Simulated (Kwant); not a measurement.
Computed with Kwant: effective-mass tight-binding model on a square grid, one spin, coherent transport at 0 K. Conductance is in e²/h.

Model system: quantum point contact (saddle potential) in a GaAs two-dimensional gas. Effective mass 0.067 mₑ, grid spacing 8.3 nm, hard walls, nominal width 200 nm (25 grid rows, so walls 215.8 nm apart), one parabolic valley, scattering region 600 nm long along x; energies count from the band bottom; Fermi energy 0.0055 eV. Potential (V0 + ½k y²) cos²(πx/L) for |x| < L/2, with V0 swept from 0.005775 to 0 eV, k = 6.3e-06 eV/nm², L = 490 nm.

Constants are typed, rounded textbook-type inputs, not results; the design itself was drawn at random and stands for no fabricated device.

Sweep values stay those of the base run.

One input was changed, with this effect: G at V0 = 1.506 meV 1.63 → 2.00 e²/h; mean G over the sweep 0.99 → 1.16 e²/h; G at V0 = 4.352 meV 0.17 → 0.59 e²/h.

Problem. Which change was it?
A. effective mass 0.067 → 0.087 mₑ
B. curvature of the confinement 6.3e-06 → 4.4e-06 eV/nm²
C. magnetic field 0 → 0.062 T

Solution. B, curvature of the confinement 6.3e-06 → 4.4e-06 eV/nm²
